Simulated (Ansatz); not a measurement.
## Ca$_{3}$SiO (space group Imma, No. 74; a cell from a computed database, its experimental status unchecked)

```
Ca3SiO
1.0
   -3.29140     4.65435     3.30154
    3.29140    -4.65435     3.30154
    3.29140     4.65435    -3.30154
Ca Si O
6 2 2
Direct
  0.71596   0.46596   0.25000
  0.28404   0.53404   0.75000
  0.76726   0.00000   0.26726
  0.23274   0.00000   0.73274
  0.23274   0.50000   0.23274
  0.76726   0.50000   0.76726
  0.75064   0.00064   0.75000
  0.24936   0.99936   0.25000
  0.00000   0.50000   0.50000
  0.50000   0.50000   0.00000
```

Calculations: Ansatz (an electronic-structure program) PBEsol, without spin-orbit coupling. Γ-centred 7×7×7 mesh, Fermi–Dirac width 0.05 eV.

* **Volume per atom**: 20.23 Å³
* **Density**: 2.70 g/cm³
* **Band gap**: zero
* **Total energy**: -1313.738 eV/atom (σ→0; compares only within this code and set-up)

Stability against distortions was not tested. The final runs are not spin-polarised. Gaps under 0.05 eV, about the width of the smearing, are given as zero. A zero or small gap of Ca3SiO can be the functional's error rather than a property of the material.
